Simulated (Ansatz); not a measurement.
# How far PBE and PBEsol part for hypothetical anti-CdI2 type W2N, uniaxial strain ε_zz = +1.77 %

Base system: W$_{2}$N in the anti-CdI2 type structure (space group P-3m1, No. 164; a = 2.824 Å, c = 5.366 Å; a hypothetical phase, not in the database extracts checked; relaxed with 0.1 eV smearing). Axes: x lies along a and z along c of the hexagonal cell.

(Cell as relaxed with PBE.)

Levels (all Ansatz, a quantum-chemistry and plane-wave program, PAW): PBE (420 eV, scalar-relativistic without spin-orbit coupling); PBEsol (420 eV, no spin-orbit coupling).

Each level relaxes its own structure.

```csv
base,PBE,PBEsol
volume per atom,12.36 Å³,12.02 Å³
lattice parameter a,282.4 pm,280.3 pm
band gap,zero,zero
```

The change: the cell is stretched by 1.77 % along z with no lateral relaxation, atoms relaxed at fixed cell.

| quantity | PBE | PBEsol |
|---|---|---|
| energy relative to the base (free energy F) | +5.4 meV/atom | +5.5 meV/atom |
| pressure (mean of the normal stresses, compression positive) | -5.3 GPa | -5.8 GPa |
| shortest interatomic distance | 219.4 pm | 217.2 pm |

PBE's pressure lies 0.45 GPa above PBEsol's; PBE's shortest interatomic distance lies 2.2 pm above PBEsol's (1.0 %). Neither level is exact; PBEsol is the comparison here, not a measurement.

Whether these cells are dynamically stable was not tested. The final runs are not spin-polarised. An odd electron count without spin: W2N.
